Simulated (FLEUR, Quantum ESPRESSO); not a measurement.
A Quantum ESPRESSO input for a self-consistent single point of PdRh (R-3m, 2 atoms in the cell) (DFT, PBEsol, plane waves, GBRV 1.5 ultrasoft (PBESOL) pseudopotentials):

```fortran
&control
 calculation = 'scf'
 prefix = 'PdRh'
 outdir = './out'
 pseudo_dir = './'
 tprnfor = .true.
 tstress = .true.
/
&system
 ibrav = 0
 nat = 2
 ntyp = 2
 ecutwfc = 40
 ecutrho = 320
 occupations = 'smearing'
 smearing = 'gauss'
 degauss = 0.0036749
/
&electrons
 conv_thr = 1e-10
/
ATOMIC_SPECIES
Pd   106.4200  pd_pbesol_v1.4.uspp.F.UPF
Rh   102.9055  rh_pbesol_v1.4.uspp.F.UPF
CELL_PARAMETERS angstrom
   1.329463944     0.767566366     4.333094000
  -1.329463944     0.767566366     4.333094000
   0.000000000    -1.535132732     4.333094000
ATOMIC_POSITIONS crystal
Pd    0.000000000    0.000000000    0.000000000
Rh    0.500000000    0.500000000    0.500000000
K_POINTS automatic
14 14 14  0 0 0
```

Task: Translate this input to FLEUR.

Result: One input that does it (others would too):

Input of the input generator:

```
PdRh
&input film=f /
2.5123227463 1.4504897101 8.1883610215
-2.5123227463 1.4504897101 8.1883610215
0.0000000000 -2.9009809314 8.1883607538
1.0
1.0 1.0 1.0

2
46 0.0000000000 0.0000000000 0.0000000000
45 0.5000000000 0.5000000000 0.5000000000

&comp jspins=1 /
&exco xctyp='PBEs' /
&kpt div1=14 div2=14 div3=14 gamma=t /
&end /
```

```xml
<?xml version="1.0" encoding="UTF-8" standalone="no"?>
<fleurInput fleurInputVersion="0.39">
   <comment>
      PdRh                                                                                                
   </comment>
   <calculationSetup>
      <cutoffs Kmax="4.0" Gmax="20.0" GmaxXC="20.0" numbands="0"/>
      <scfLoop itmax="60" minDistance="0.00001" maxIterBroyd="15" imix="Anderson" alpha="0.05" precondParam="0.0" spinf="2.0"/>
      <coreElectrons ctail="T" frcor="F" kcrel="0" coretail_lmax="0"/>
      <xcFunctional name="PBEs" relativisticCorrections="F"/>
      <magnetism jspins="1"/>
      <soc l_soc="F" theta="0.0" phi="0.0" spav="F"/>
      <expertModes spex="0" secvar="F"/>
      <geometryOptimization l_f="T" forcealpha="1.0" forcemix="BFGS" epsdisp="0.00001" epsforce="0.00001"/>
      <ldaU l_linMix="F" mixParam="0.05" spinf="1.0"/>
   </calculationSetup>
   <cell>
      <bzIntegration valenceElectrons="35.0" mode="gauss" fermiSmearingEnergy="0.00183747">
         <kPointListSelection listName="default-1"/>
         <!-- k-points included here -->
         <xi:include xmlns:xi="http://www.w3.org/2001/XInclude" href="kpts.xml"> </xi:include>
      </bzIntegration>
      <!-- symmetry operations included here -->
      <xi:include xmlns:xi="http://www.w3.org/2001/XInclude" href="sym.xml"> </xi:include>
      <bulkLattice scale="1.0">
         <bravaisMatrix>
            <row-1>    2.5123227463000002     1.4504897101000001     8.1883610215000004</row-1>
            <row-2>   -2.5123227463000002     1.4504897101000001     8.1883610215000004</row-2>
            <row-3>    0.0000000000000000    -2.9009809313999999     8.1883607537999996</row-3>
         </bravaisMatrix>
      </bulkLattice>
   </cell>
   <atomSpecies>
      <species name="Palladium (Pd)" element="Pd" atomicNumber="46">
         <mtSphere radius="2.37" gridPoints="783" logIncrement="0.016"/>
         <atomicCutoffs lmax="7" lnonsphr="5"/>
         <electronConfig flipSpins="F">
            <coreConfig>(1s1/2) (2s1/2) (2p1/2) (2p3/2) (3s1/2) (3p1/2) (3p3/2) (3d3/2) (3d5/2)</coreConfig>
            <valenceConfig>(4s1/2) (4p1/2) (4p3/2) (5s1/2) (4d3/2) (4d5/2)</valenceConfig>
            <stateOccupation state="(5s1/2)" spinUp="0.5" spinDown="0.5"/>
            <stateOccupation state="(4d3/2)" spinUp="1.8" spinDown="1.8"/>
            <stateOccupation state="(4d5/2)" spinUp="2.7" spinDown="2.7"/>
         </electronConfig>
         <energyParameters s="5" p="5" d="4" f="4"/>
         <lo type="SCLO" l="0" n="4" eDeriv="0"/>
         <lo type="SCLO" l="1" n="4" eDeriv="0"/>
         <lo type="SCLO" l="1" n="4" eDeriv="1"/>
         <lo type="SCLO" l="2" n="4" eDeriv="2"/>
         <lo type="SCLO" l="3" n="4" eDeriv="2"/>
      </species>
      <species name="Rhodium (Rh)" element="Rh" atomicNumber="45">
         <mtSphere radius="2.37" gridPoints="783" logIncrement="0.016"/>
         <atomicCutoffs lmax="7" lnonsphr="5"/>
         <electronConfig flipSpins="F">
            <coreConfig>(1s1/2) (2s1/2) (2p1/2) (2p3/2) (3s1/2) (3p1/2) (3p3/2) (3d3/2) (3d5/2)</coreConfig>
            <valenceConfig>(4s1/2) (4p1/2) (4p3/2) (5s1/2) (4d3/2) (4d5/2)</valenceConfig>
            <stateOccupation state="(5s1/2)" spinUp="0.5" spinDown="0.5"/>
            <stateOccupation state="(4d3/2)" spinUp="1.6" spinDown="1.6"/>
            <stateOccupation state="(4d5/2)" spinUp="2.4" spinDown="2.4"/>
         </electronConfig>
         <energyParameters s="5" p="5" d="4" f="4"/>
         <lo type="SCLO" l="0" n="4" eDeriv="0"/>
         <lo type="SCLO" l="1" n="4" eDeriv="0"/>
         <lo type="SCLO" l="1" n="4" eDeriv="1"/>
         <lo type="SCLO" l="2" n="4" eDeriv="2"/>
         <lo type="SCLO" l="3" n="4" eDeriv="2"/>
      </species>
   </atomSpecies>
   <atomGroups>
      <atomGroup species="Palladium (Pd)">
         <relPos label="                   1">.0000000000 .0000000000 .0000000000</relPos>
         <force calculate="T" relaxXYZ="TTT"/>
      </atomGroup>
      <atomGroup species="Rhodium (Rh)">
         <relPos label="                   2">1.000/2.000 1.000/2.000 1.000/2.000</relPos>
         <force calculate="T" relaxXYZ="TTT"/>
      </atomGroup>
   </atomGroups>
   <output dos="F" band="F" slice="F">
      <checks vchk="F" cdinf="F"/>
      <bandDOS minEnergy="-.5*Htr" maxEnergy="0.5*Htr" sigma="0.015" storeEVData="T"/>
      <vacuumDOS vacdos="F" integ="F" star="F" nstars="0" locx1="0.0" locy1="0.0" locx2="0.0" locy2="0.0" nstm="0" tworkf="0.0"/>
      <unfoldingBand unfoldBand="F" supercellX="1" supercellY="1" supercellZ="1"/>
      <plotting iplot="0" polar="F">
         <plot TwoD="T" vec1="  1.0  0.0  0.0" vec2="  0.0  1.0  0.0" vec3="  0.0  0.0  1.0" zero="  0.0  0.0  0.0" file="plot"/>
      </plotting>
      <chargeDensitySlicing numkpt="0" minEigenval="0.0" maxEigenval="0.0" nnne="0" pallst="F"/>
      <specialOutput eonly="F"/>
      <magneticCircularDichroism mcd="F" energyLo="-10.0" energyUp="0.0"/>
   </output>
  <!-- We include the file relax.xml here to enable relaxations (see documentation) -->
  <xi:include xmlns:xi="http://www.w3.org/2001/XInclude" href="relax.xml"> <xi:fallback/> </xi:include>
</fleurInput>
```

Basis settings and potentials, where a program has them, do not carry over. This input uses DFT, PBEsol, all-electron FLAPW (FLEUR), scalar-relativistic valence.

The starting cell comes from a database of computed structures (which also holds hypothetical and non-ambient phases and stackings), without a prior relaxation at this level. Its lattice was rescaled by a random factor within 2.5 % of one. For this run, on top of that: lattice scaled by 0.98.
